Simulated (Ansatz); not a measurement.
**tetragonal WSi2: the defect W on the Si site**

Method: PBE, PAW (plane waves to 420 eV; Ansatz, an electronic-structure program). Set-up: 54-site cell; 4×4×4 shifted k-points; start: the Si site; no spin–orbit coupling; finite-size errors of tenths of an eV; the relaxation kept the symmetry of the starting site; flagged in the runs: a host that isn't quite at rest in this cell.

Neighbours after relaxation, in Å: of the W atom: Si 2.61, W 2.64, W 2.66, W 2.66, W 2.66, W 2.66, Si 2.68, Si 2.68 (the shell may go on).

Formation energies E_f are those of the neutral cell. Chemical conditions: Si-rich (Δμ(Si) = 0.00 eV, Δμ(W) = -1.02 eV; only phases computed here count, gases as isolated molecules at 0 K); W-rich (Δμ(Si) = -0.51 eV, Δμ(W) = 0.00 eV; only phases computed here count, gases as isolated molecules at 0 K). Reference phases: Si: silicon, W: bcc W.

| charge | moment (μB) | largest move off a lattice site (Å) | E_f, Si-rich (eV) | E_f, W-rich (eV) |
|---|---|---|---|---|
| 0 | not spin-polarised | 0.04 | 4.87 | 3.34 |

Flagged in the runs: a host that isn't quite at rest in this cell.

All states together cost around 7 core-minutes (rough).
